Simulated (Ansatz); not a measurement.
**A computed series for Fe2Si: response to strain**

Start from Fe₂Si (space group P-3m1, No. 164; a = 3.883 Å, c = 4.776 Å; ferromagnetic; a cell from a computed database, its experimental status unchecked).

Strains are applied to the cell and any free atomic positions relax.

Level of theory: Ansatz (a quantum-chemistry and plane-wave program), PBEsol, PAW, cutoff 420 eV, no spin-orbit coupling, earlier PAW set.

Notes on the quantities. energy relative to the base: free energy F.

```json
[
 {"isotropic strain (%)": "-4.57", "energy relative to the base (meV/atom)": "185.8"},
 {"isotropic strain (%)": "-4.33", "energy relative to the base (meV/atom)": "165.3"},
 {"isotropic strain (%)": "-1.36", "energy relative to the base (meV/atom)": "?"},
 {"isotropic strain (%)": "0", "energy relative to the base (meV/atom)": "0.0"},
 {"isotropic strain (%)": "0.81", "energy relative to the base (meV/atom)": "4.8"}
]
```

Problem. Fit ΔE = Aε² + Bε³ (ε in %) to the rows shown and predict the withheld row.

Solution. Least squares on the printed values gives A = 7.47 and B = -0.31 meV/atom (largest residual 0.1 meV/atom); this predicts 14.6 meV/atom, and the run gives 14.7 meV/atom, in agreement.

Other magnetic orders, which the real material may have, were not ruled out. No phonon test of stability was made.
